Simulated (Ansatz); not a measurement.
The starting structures come from a database of crystals and need not be the phases stable at ambient conditions.

The decay constant κ of evanescent states in the gap governs leakage through a thin film.

Here is the system:

```
CELL_PARAMETERS angstrom
      4.01132     0.00000     0.00000
     -2.00566     3.47391     0.00000
      2.00566     1.15797     6.54588
ATOMIC_POSITIONS crystal
  Al 0.00048 0.00024 0.99928
  Ga 0.99973 0.49986 0.50041
  As 0.75031 0.87516 0.37453
  As 0.74945 0.37472 0.87583
```

Space group of this cell: R3m. The cell is taken as given; by LDA its mean pressure is -2.0 GPa.

Transport runs along the normal of the first two printed cell vectors, the (001) plane of the conventional cell.

The gap is the functional's own. No spin-orbit coupling. Mid-gap values are interpolated on the energy grid.

Problem. Predict the band gap and the smallest decay constant κ at mid-gap from LDA run with Ansatz (an electronic-structure program).

Solution. Gap 0.69 eV on a 10×10×10 mesh; κ = 0.050 1/Å, at the zone centre.
